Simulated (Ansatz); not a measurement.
Functionals compared on a constructed model of the (0001) surface of hcp Co, ferromagnetic, from a spin-polarised start, a pseudomorphic layer of V in the host's stacking (bottom of the slab: a bare face, its two planes held), in Ansatz (plane waves, PAW). The structure was relaxed with PBE; the other rows are single points on it. Cutoff 420 eV.

Model: 7-atom slab, 12.6 Å thick at the start with caps and adatoms (thin: gaps and levels are the slab's own), 17x17x1 mesh, Fermi-Dirac 0.1 eV, dipole correction, 2 atoms held, the rest relaxed; held to the start's symmetry, so lower structures may exist; spin-polarised, ending with about 9.4 μB a cell; orders that need a larger cell were not tried, no spin-orbit, no U. In PBE it is, or lies within 0.01 eV a 1x1 cell of, the lowest of the 2 structures of its composition computed so far; subsurface sites and larger cells were not tried. These notes are the PBE run's.

```tsv
functional	work function of the top face (eV)	magnetic moment of the cell (μB)	rough cost of the single point
PBE	5.27	9.41	–
RPBE	5.11	9.50	around 100 core-seconds (rough)
```

Ansatz is an electronic-structure program.
